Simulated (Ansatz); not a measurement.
Given:

```
Al2CdS4
1.0
   -2.74053     2.74053     5.04346
    2.74053    -2.74053     5.04346
    2.74053     2.74053    -5.04346
Al Cd S
2 1 4
Direct
  0.50000   0.50000   0.00000
  0.25000   0.75000   0.50000
  0.00000   0.00000   0.00000
  0.40810   0.86816   0.00152
  0.86663   0.40657   0.99848
  0.13184   0.13337   0.53994
  0.59343   0.59190   0.46006
```

No spin polarisation.

Method: PBEsol, PAW, 420 eV (Ansatz, a first-principles code; spin-orbit coupling left out). Γ-centred 9×9×9 mesh, Fermi–Dirac width 0.05 eV.

What gap character does the calculation give?

Indirect, k = (0.111, 1/3, -1/3) in the run's primitive reciprocal basis → Γ.

What is the computed band gap?

2.91 eV.

Load acts through the strain it causes; cell and atoms are relaxed under it. Whether these cells are dynamically stable was not tested. The cell was made from Al$_{2}$CdS$_{4}$ (space group I-4, No. 82) by this change: pressure 0.9 GPa.
